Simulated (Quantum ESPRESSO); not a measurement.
Worked example: self-consistent single point of PbBrF (P1, 6 atoms in the cell) in Quantum ESPRESSO.

Level of theory: PBEsol, GBRV 1.5 ultrasoft (PBESOL) pseudopotentials (plane waves; Quantum ESPRESSO).

```xyz
6
Lattice="4.1851 0.0000 0.0000 0.0000 4.1851 0.0000 0.0000 0.0000 7.6623" Properties=species:S:1:pos:R:3 pbc="T T T"
Pb    -0.1003     2.1895     6.1947
Pb     2.1071     0.0491     1.3730
Br     2.1116    -0.0559     4.9664
Br     0.0342     2.1473     2.7307
F      2.0245     1.9734    -0.0078
F      0.1005    -0.0258     0.0676
```

Reference input (self-consistent single point, DFT, LDA (PZ), plane waves, GBRV 1.5 ultrasoft (LDA) pseudopotentials): ecutwfc = 40 Ry; ecutrho = 200 Ry; occupations = fixed; potentials = {Pb: pb_lda_v1.uspp.F.UPF, Br: br_lda_v1.4.uspp.F.UPF, F: f_lda_v1.4.uspp.F.UPF}; K_POINTS = automatic 4 4 2 0 0 0; nbnd = 32; conv_thr = 1e-10 Ry. This run's input differs from it in these lines:

```diff
@@ -21,5 +21,5 @@
 ATOMIC_SPECIES
-Pb   207.2000  pb_lda_v1.uspp.F.UPF
-Br    79.9040  br_lda_v1.4.uspp.F.UPF
-F     18.9984  f_lda_v1.4.uspp.F.UPF
+Pb   207.2000  pb_pbesol_v1.uspp.F.UPF
+Br    79.9040  br_pbesol_v1.4.uspp.F.UPF
+F     18.9984  f_pbesol_v1.4.uspp.F.UPF
 CELL_PARAMETERS {alat}
```

Output, abridged:

```
     Self-consistent Calculation

     iteration #  1     ecut=    40.00 Ry     beta= 0.70

     Threshold (ethr) on eigenvalues was too large:
     Diagonalizing with lowered threshold

     negative rho (up, down):  2.832E-02 0.000E+00

     total energy              =    -505.95885300 Ry
     estimated scf accuracy    <       0.53170114 Ry

     iteration #  2     ecut=    40.00 Ry     beta= 0.70

     negative rho (up, down):  2.906E-02 0.000E+00

     total energy              =    -505.98227275 Ry
     estimated scf accuracy    <       1.12333120 Ry

     iteration #  3     ecut=    40.00 Ry     beta= 0.70

     negative rho (up, down):  2.910E-02 0.000E+00

     total energy              =    -506.21412358 Ry
     estimated scf accuracy    <       0.07160678 Ry

   [... 10 blocks of this kind left out ...]

     iteration # 14     ecut=    40.00 Ry     beta= 0.70
     c_bands:  3 eigenvalues not converged

     negative rho (up, down):  2.904E-02 0.000E+00

     total energy              =    -506.23031941 Ry
     estimated scf accuracy    <          1.2E-10 Ry

     iteration # 15     ecut=    40.00 Ry     beta= 0.70

     negative rho (up, down):  2.903E-02 0.000E+00
     End of self-consistent calculation

     highest occupied, lowest unoccupied level (ev):     5.9291    8.3416

!    total energy              =    -506.23031941 Ry
     estimated scf accuracy    <          3.5E-11 Ry

     convergence has been achieved in  15 iterations

     negative rho (up, down):  2.903E-02 0.000E+00

     Forces acting on atoms (cartesian axes, Ry/au):

     atom    1 type  1   force =     0.00564260   -0.00521100   -0.00916943
     atom    2 type  1   force =    -0.00006228   -0.00399058    0.02536400
     atom    3 type  2   force =    -0.00188190    0.00404533    0.00788761
     atom    4 type  2   force =     0.00128753   -0.00790047   -0.00417703
     atom    5 type  3   force =     0.01020062    0.01605466   -0.00653410
     atom    6 type  3   force =    -0.01518656   -0.00299793   -0.01337104

     Total force =     0.042295     Total SCF correction =     0.000041

     negative rho (up, down):  2.903E-02 0.000E+00
          total   stress  (Ry/bohr**3)                   (kbar)     P=       -8.28
  -0.00007046  -0.00000812   0.00000021          -10.36       -1.19        0.03
  -0.00000812  -0.00006338  -0.00002183           -1.19       -9.32       -3.21
   0.00000021  -0.00002183  -0.00003499            0.03       -3.21       -5.15

   JOB DONE.
```

The run converged in 15 iterations. Against the reference run the pressure goes from -3.30 to -0.83 GPa, the largest force goes from 0.497 to 0.660 eV/Å and the gap on the mesh goes from 2.314 to 2.413 eV. The full log also holds: “c_bands:  1 eigenvalues not converged”. The full log also holds: “c_bands:  2 eigenvalues not converged”.

The starting cell comes from a database of computed structures (which also holds hypothetical and non-ambient phases and stackings), without a prior relaxation at this level. Its atoms were displaced at random from the sites of space group no. 129. Spin-orbit coupling is off.

Cost on one core of a shared machine: roughly 90 s.
